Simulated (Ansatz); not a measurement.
The starting structures come from a database of crystals and need not be the phases stable at ambient conditions.

By PBEsol, the system below comes out a metal.

The ballistic (Sharvin) conductance counts the channels at the Fermi level: G/A = (e²/h) × channels of both spins per area.

Here is the system:

```
Al2Ti
1.0
    3.91094     0.00000     0.00000
   -1.95547     6.03777     0.00000
    0.00000     0.00000     3.98894
Ti Al
2 4
Direct
  0.84334   0.68668   0.00000
  0.15666   0.31332   0.00000
  0.50000   0.00000   0.00000
  0.00000   0.00000   0.50000
  0.67235   0.34470   0.50000
  0.32765   0.65530   0.50000
```

Space group of this cell: Cmmm. The cell is taken as given; by PBEsol its mean pressure is -1.0 GPa.

The current flows along the normal of the first two printed cell vectors. No spin-orbit coupling; the value is a mean over 0.1 eV about the Fermi level.

### Question
Estimate the ballistic conductance per area that Ansatz (a first-principles code) with PBEsol returns for this system.

### Answer
0.33 × 10¹⁵ S/m² for both spins.
